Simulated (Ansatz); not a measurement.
The starting structures come from a database of crystals and need not be the phases stable at ambient conditions.

 Where the default PAW files enter, the runs use the earlier of Ansatz's two default sets.

Inside the gap of an insulator the Bloch states are evanescent, with a wavenumber k + iκ along the transport direction.

Data:

```
Hf3N4
1.0
    6.84940     0.00000     0.00000
    0.00000     6.84940     0.00000
    3.42470    -3.42470     3.42470
Hf N
6 8
Direct
  0.12500   0.25000   0.00000
  0.25000   0.37500   0.50000
  0.37500   0.75000   0.00000
  0.75000   0.12500   0.50000
  0.87500   0.87500   0.75000
  0.62500   0.62500   0.25000
  0.50000   0.00000   0.86634
  0.00000   0.13366   0.63366
  0.13366   0.86634   0.86634
  0.86634   0.50000   0.63366
  0.00000   0.63366   0.13366
  0.50000   0.00000   0.36634
  0.36634   0.50000   0.13366
  0.63366   0.36634   0.36634
```

Space group of this cell: I-43d. The cell is strained (all lengths scaled by 1.02); by r2SCAN its mean pressure is -17.0 GPa.

Transport runs along the normal of the first two printed cell vectors, the (001) plane of the conventional cell.

No gap correction and no spin-orbit coupling; mid-gap values are interpolated between computed energies.

Question: State the band gap and the smallest decay constant κ at mid-gap according to r2SCAN in Ansatz (a program for electronic structure).

Answer: Gap 1.41 eV on a 10×10×10 mesh; κ = 0.184 1/Å, at the zone centre.
